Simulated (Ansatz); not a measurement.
**CdS: pressure series**

The reference is CdS in the zinc blende structure (space group F-43m, No. 216).

```xyz
2
Lattice="0.0000 2.9121 2.9121 2.9121 0.0000 2.9121 2.9121 2.9121 0.0000" Properties=species:S:1:pos:R:3 pbc="T T T"
Cd     0.0000     0.0000     0.0000
S      1.4561     1.4561     1.4561
```

Cell and atoms are relaxed at each pressure.

Level of theory: PBEsol/PAW in Ansatz (a quantum-chemistry and plane-wave program), no spin-orbit coupling.

Candidates:
(a) pressure −1 GPa
(b) pressure −2 GPa
(c) pressure 0.9 GPa

For the base:

| Item | Result |
|---|---|
| Band gap | 1.01 eV |

### Question
Order them by band gap, lowest first.

### Answer
(b) pressure −2 GPa (0.94 eV), (a) pressure −1 GPa (0.98 eV), (c) pressure 0.9 GPa (1.04 eV)

Load acts through the strain it causes; cell and atoms are relaxed under it. Stability against distortions was not tested.
